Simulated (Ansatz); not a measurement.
Base system: Ta in the bcc (W type) structure (space group Im-3m, No. 229; a = 3.306 Å; relaxed with 0.1 eV smearing). Axes: x, y, z lie along the cube axes.

Method: Ansatz (a first-principles code), r2SCAN, PAW, cutoff 500 eV, scalar-relativistic without spin-orbit coupling.

Base values:

| Property | Value |
|---|---|
| Pressure | 0.0 GPa |
| Shortest interatomic distance | 286.3 pm |

One thing is altered: tensile biaxial strain of 1.50 % in the plane normal to [001], as in epitaxy on a mismatched substrate; the out-of-plane cell vector and the atoms relax.

Problem. How does this affect the pressure?

Solution. The pressure (mean of the normal stresses, compression positive) goes from zero to -2.2 GPa.

Problem. What does the calculation give for the energy relative to the base after the change?

Solution. The energy grows by 5.7 meV/atom.

Problem. Predict the new ratio −ε⊥/ε∥.

Solution. The ratio −ε⊥/ε∥ amounts to 1.20.

Problem. How does this affect the shortest interatomic distance?

Solution. The shortest interatomic distance grows by 1.2 pm, from 286.3 pm to 287.5 pm.

No phonon test of stability was made. All final runs are without spin polarisation.
